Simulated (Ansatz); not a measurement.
# Ba under a change: Ba → La

Consider Ba in the bcc (W type) structure (space group Im-3m, No. 229; a = 4.8819 Å).

The change: La takes the place of Ba on all its sites, then cell and atoms are relaxed.

Calculations: PBEsol/PAW in Ansatz (a program for electronic structure), no spin-orbit coupling. k-mesh 16×16×16 (Γ-centred); smearing 0.05 eV (Fermi–Dirac), for the changed cell.

The density rises by 2.73 g/cm³ (3.92 g/cm³ → 6.65 g/cm³) and the lattice parameter a decreases by 1.459 bohr to 7.766 bohr. The band gap is still zero.

Cost of the whole job for the changed cell (relaxation, final SCF and bands): about 10 core-seconds (a rough figure).

No phonon test of stability was made. For La in this form, whether it has been made was not checked. All final runs are without spin polarisation. This is not the structure that La has at room temperature and ambient pressure.
